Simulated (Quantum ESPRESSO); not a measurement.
Worked example: self-consistent single point of Nb3Au2 (I4/mmm, 5 atoms in the cell) in Quantum ESPRESSO.

Method: LDA (PZ), GBRV 1.5 ultrasoft (LDA) pseudopotentials (plane waves; Quantum ESPRESSO).

```
Nb3Au2
1.0
   -1.70781     1.70781     7.66090
    1.70781    -1.70781     7.66090
    1.70781     1.70781    -7.66090
Nb Au
3 2
Direct
  0.00000   0.00000   0.00000
  0.39924   0.39924   0.00000
  0.60076   0.60076   0.00000
  0.19977   0.19977   0.00000
  0.80023   0.80023   0.00000
```

Reference input (self-consistent single point, DFT, PBEsol, plane waves, GBRV 1.5 ultrasoft (PBESOL) pseudopotentials): ecutwfc = 40 Ry; ecutrho = 320 Ry; occupations = smearing; smearing = gauss; degauss = 0.0147 Ry; potentials = {Nb: nb_pbesol_v1.uspp.F.UPF, Au: au_pbesol_v1.uspp.F.UPF}; K_POINTS = automatic 7 7 7 0 0 0; conv_thr = 1e-10 Ry. This run's input differs from it in these lines:

```diff
@@ -22,4 +22,4 @@
 ATOMIC_SPECIES
-Nb    92.9064  nb_pbesol_v1.uspp.F.UPF
-Au   196.9666  au_pbesol_v1.uspp.F.UPF
+Nb    92.9064  nb_lda_v1.uspp.F.UPF
+Au   196.9666  au_lda_v1.uspp.F.UPF
 CELL_PARAMETERS angstrom
```

The program printed (abridged):

```
     Self-consistent Calculation

     iteration #  1     ecut=    40.00 Ry     beta= 0.70

     total energy              =    -582.78132961 Ry
     estimated scf accuracy    <       2.07267504 Ry

     iteration #  2     ecut=    40.00 Ry     beta= 0.70

     total energy              =    -580.62439646 Ry
     estimated scf accuracy    <      36.90337211 Ry

     iteration #  3     ecut=    40.00 Ry     beta= 0.70

     total energy              =    -584.06922184 Ry
     estimated scf accuracy    <       0.34826484 Ry

   [... 11 blocks of this kind left out ...]

     iteration # 15     ecut=    40.00 Ry     beta= 0.70

     total energy              =    -584.17363238 Ry
     estimated scf accuracy    <          1.3E-10 Ry

     iteration # 16     ecut=    40.00 Ry     beta= 0.70
     End of self-consistent calculation

     the Fermi energy is    16.8165 ev

!    total energy              =    -584.17363238 Ry
     estimated scf accuracy    <          1.9E-11 Ry
     smearing contrib. (-TS)   =      -0.00550320 Ry
     internal energy E=F+TS    =    -584.16812918 Ry

     convergence has been achieved in  16 iterations

     Forces acting on atoms (cartesian axes, Ry/au):

     atom    1 type  1   force =     0.00000000    0.00000000    0.00000000
     atom    2 type  1   force =    -0.00000000   -0.00000000    0.00294719
     atom    3 type  1   force =    -0.00000000   -0.00000000   -0.00294719
     atom    4 type  2   force =     0.00000000    0.00000000   -0.00292682
     atom    5 type  2   force =     0.00000000    0.00000000    0.00292682

     Total force =     0.005874     Total SCF correction =     0.000011

          total   stress  (Ry/bohr**3)                   (kbar)     P=     -106.65
  -0.00071514   0.00000000   0.00000000         -105.20        0.00        0.00
   0.00000000  -0.00071514   0.00000000            0.00     -105.20        0.00
   0.00000000   0.00000000  -0.00074474            0.00        0.00     -109.55

   JOB DONE.
```

The run converged in 16 iterations. Against the reference run the pressure goes from -6.76 to -10.67 GPa and the largest force goes from 0.106 to 0.076 eV/Å. The full log also holds: “c_bands:  1 eigenvalues not converged”.

The starting cell comes from a database of computed structures (which also holds hypothetical and non-ambient phases and stackings), without a prior relaxation at this level. Spin-orbit coupling is off. Spin polarisation is off. With a pressure of about -11 GPa the cell is away from its equilibrium volume at this level.

Cost on one core of a shared machine: roughly 6 min.
